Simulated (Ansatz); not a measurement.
## A constructed model of the (111) surface of fcc Ni, ferromagnetic, a pseudomorphic layer of Ir in the host's stacking (bottom of the slab: a bare face, its two planes held)

All values below come from PBE (plane waves to 420 eV, PAW; Ansatz, an electronic-structure program).

Slab: 7 atoms, 12.5 Å thick at the start; k 17x17x1, smearing 0.1 eV, dipole-corrected; 2 atoms held, the rest relaxed; start symmetry kept, larger cells not searched; spin-polarised, ending with about 4.2 μB a cell; orders that need a larger cell were not tried, no spin-orbit, no U. In PBE it is, or lies within 0.01 eV a 1x1 cell of, the lowest of the 2 structures of its composition computed so far; larger cells were not tried.

The work function of the top face is 5.46 eV. The energy released by relaxation is 0.089 eV and the magnetic moment of the cell is 4.21 μB. The cost is around 7 core-minutes (rough).
